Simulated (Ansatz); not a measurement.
Results of PBEsol (Ansatz, a program for electronic structure, plane waves, PAW) for AuC (model structure, F-43m, No. 216, 2 atoms in the cell).

Run with plane-wave cutoff 520 eV, 18×18×18 k mesh, Fermi–Dirac smearing 0.05 eV, scalar-relativistic PAW data made under PBE.

Cell (relaxed at this level):

```cif
data_CAu
_chemical_formula_sum 'Au1 C1'
_space_group_name_H-M_alt 'P 1'
_space_group_IT_number 1
_cell_length_a 3.42391
_cell_length_b 3.42391
_cell_length_c 3.42391
_cell_angle_alpha 60.000
_cell_angle_beta 60.000
_cell_angle_gamma 60.000
loop_
_space_group_symop_operation_xyz
  'x, y, z'
loop_
_atom_site_label
_atom_site_type_symbol
_atom_site_fract_x
_atom_site_fract_y
_atom_site_fract_z
_atom_site_occupancy
Au1 Au 0.00000 0.00000 0.00000 1
C1 C 0.25000 0.25000 0.25000 1
```

Q: What does this level give for the bulk modulus?

A: 
- bulk modulus = 169 GPa

The run finds no gap.

Note: the bulk modulus is −V dP/dV from two relaxed cells at ±2 % in volume; the relaxation could raise the start's symmetry but not lower it, so the cell can be a saddle point.

Spin–orbit coupling is not included; it can open a gap where bands touch, and shift volumes and moduli.

Computed values are for the static lattice.

Computing time: very roughly 25 core-seconds.

A model structure was made by putting elements into a prototype or built by hand; it is no filed structure, need not be a known phase, and can be a saddle point held by its symmetry.
